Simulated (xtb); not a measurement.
xtb 6.7.1, GFN2-xTB: Fc1cc(/C=C/c2ccc3c(c2)oc2cc(C(F)(F)F)ccc23)sc1F, 35 atoms. The geometry is a generated start, not checked to be a minimum at this level.

```json
{
 "run_flags": "--grad",
 "method": "GFN2-xTB",
 "--acc": "1 (default)",
 "--etemp (K)": "300 (default)",
 "basis_functions": "119",
 "valence_electrons": "132"
}
```

One run each on 1 thread. Values of broydamp tried: 0.02, 0.05, 0.1, 0.2, 0.4 (default), 0.6, 0.8, 1.

Task: Predict the course of the SCC iterations along this series.

Result: Fewest SCC iterations, within one of each other: 0.2 with 13, 0.4 (default) with 12, 0.6 with 13. The count rises to 20 at 0.02. All converge to one solution.

```tsv
broydamp	SCC iterations	end
0.02	20	same solution
0.05	17	same solution
0.1	15	same solution
0.2	13	same solution
0.4 (default)	12	same solution
0.6	13	same solution
0.8	14	same solution
1	15	same solution
```
